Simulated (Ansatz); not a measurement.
Base system: CaZrF6 (space group Fm-3m, No. 225; a = 8.511 Å; a cell from a computed database, its experimental status unchecked). Axes: x, y, z lie along the cube axes.

Now apply this change: uniaxial strain ε_xx = +1.28 %, all other strain components held at zero; the atoms relax in the strained cell.

Levels (all Ansatz, an electronic-structure program, PAW): PBEsol (420 eV, without spin-orbit coupling); r2SCAN (500 eV, no SOC); HSE06 (420 eV, scalar-relativistic without spin-orbit coupling).

One geometry, relaxed with PBEsol, under each level:

```csv
level,band gap,lowest conduction level above the VBM at special points,pressure
PBEsol,6.96 eV,Γ 6.96 eV; M 6.98 eV; X 7.00 eV; S 7.09 eV,-0.70 GPa
r2SCAN,___,___,___
HSE06,9.25 eV,Γ 9.25 eV; M 9.28 eV; X 9.29 eV,–
```

Give the withheld r2SCAN results.


- r2SCAN, band gap: 7.70 eV
- r2SCAN, lowest conduction level above the VBM at special points: Γ 7.70 eV; M 7.72 eV; X 7.73 eV; S 7.82 eV
- r2SCAN, pressure: -0.10 GPa

Single points use the geometry relaxed with PBEsol. Their cutoffs differ, which shifts pressures a little. Whether these cells are dynamically stable was not tested. Labels are those of the standard path for the cell's own space group.
